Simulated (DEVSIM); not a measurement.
Structure: abrupt Si n-p junction, at 400 K.

| layer (left to right) | material | thickness (μm) | Nd (cm⁻³) | Na (cm⁻³) | τn (s) | τp (s) |
|---|---|---|---|---|---|---|
| 1 | Si | 46.0 | 2.2e15 | - | 6.9e-5 | 6.9e-5 |
| 2 | Si | 26.0 | - | 2.6e15 | 6.9e-5 | 6.9e-5 |

Left contact: ohmic. Right contact: ohmic. Voltage is applied to the left contact. Recombination: SRH at mid-gap. Mobility is μmin + (μ − μmin)/(1 + (N/Nref)^α).

Constants are typed, rounded textbook-type inputs, not results; the design itself was drawn at random and stands for no fabricated device. Values at 300 K; Nc and Nv go as T^1.5, mobilities as T to minus their exponent, the gap by Varshni's rule with the affinity fixed.

| parameter | Si |
|---|---|
| gap (eV) | 1.124 |
| affinity (eV) | 4.05 |
| permittivity | 11.7 |
| Nc (cm⁻³) | 2.86e19 |
| Nv (cm⁻³) | 3.1e19 |
| μn (cm²/Vs) | 1417 |
| μp (cm²/Vs) | 470 |
| μn,min | 52 |
| μp,min | 45 |
| Nref,n | 9.7e16 |
| Nref,p | 2.2e17 |
| αn | 0.68 |
| αp | 0.72 |
| T exponent of μn | 2.3 |
| T exponent of μp | 2.2 |
| Varshni α (eV/K) | 0.000473 |
| Varshni β (K) | 636 |

Model (solved in DEVSIM): 1D drift-diffusion, Boltzmann statistics, complete ionisation; no tunnelling, impact ionisation, image-force lowering or self-heating.

The temperature was swept, all else fixed.

```json
[
 {"temperature (K)": "250", "potential step across the device at zero bias (V)": "0.742", "dark forward voltage at 100 A/cm² (V)": "1.046", "largest field in the device at zero bias (V/cm)": "16000", "dark forward voltage at 1 A/cm² (V)": "0.707"},
 {"temperature (K)": "300", "potential step across the device at zero bias (V)": "0.636", "dark forward voltage at 100 A/cm² (V)": "1.055", "largest field in the device at zero bias (V/cm)": "15000", "dark forward voltage at 1 A/cm² (V)": "0.602"},
 {"temperature (K)": "350", "potential step across the device at zero bias (V)": "0.528", "dark forward voltage at 100 A/cm² (V)": "1.074", "largest field in the device at zero bias (V/cm)": "13000", "dark forward voltage at 1 A/cm² (V)": "0.496"},
 {"temperature (K)": "400", "potential step across the device at zero bias (V)": "0.417", "dark forward voltage at 100 A/cm² (V)": "1.102", "largest field in the device at zero bias (V/cm)": "11000", "dark forward voltage at 1 A/cm² (V)": "0.389"},
 {"temperature (K)": "450", "potential step across the device at zero bias (V)": "0.303", "dark forward voltage at 100 A/cm² (V)": "[?]", "largest field in the device at zero bias (V/cm)": "[?]", "dark forward voltage at 1 A/cm² (V)": "[?]"},
 {"temperature (K)": "500", "potential step across the device at zero bias (V)": "0.188", "dark forward voltage at 100 A/cm² (V)": "1.188", "largest field in the device at zero bias (V/cm)": "6600", "dark forward voltage at 1 A/cm² (V)": "0.173"}
]
```

Some entries are withheld; supply them.


- 450, dark forward voltage at 100 A/cm² (V): 1.141
- 450, largest field in the device at zero bias (V/cm): 9200
- 450, dark forward voltage at 1 A/cm² (V): 0.281
